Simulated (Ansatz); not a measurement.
The starting structures come from a database of crystals and need not be the phases stable at ambient conditions.

 Where the default PAW files enter, the runs use the earlier of Ansatz's two default sets.

The decay constant κ of evanescent states in the gap governs leakage through a thin film.

Consider the following.

```yaml
crystal:
  lattice:
    - [5.46189, 0.00000, 0.00000]
    - [0.08651, 7.75432, 0.00000]
    - [0.04326, 3.87716, 3.84681]
  atoms:
    - { symbol: Cs, position: [0.00160, 0.00160, 0.00000] }
    - { symbol: Ge, position: [0.48447, 0.48447, 0.00000] }
    - { symbol: Cl, position: [0.50330, 0.50330, 0.54807] }
    - { symbol: Cl, position: [0.50330, 0.05136, 0.45194] }
    - { symbol: Cl, position: [0.05136, 0.50330, 0.00000] }
```

Space group of this cell: R3m. The cell is taken as given.

Transport runs along the normal of the first two printed cell vectors, the (110) plane of the conventional cell.

The gap is the functional's own. No spin-orbit coupling. Mid-gap values are interpolated on the energy grid.

**Question.** Predict the band gap and the smallest decay constant κ at mid-gap from r2SCAN run with Ansatz (an electronic-structure program).

**Answer.** Gap 2.41 eV on a 8×8×8 mesh; κ = 0.211 1/Å, at (0.500, 0.000) of the in-plane reciprocal vectors. At the zone centre, at the nearest computed energy, the slowest state has κ = 0.26 1/Å.
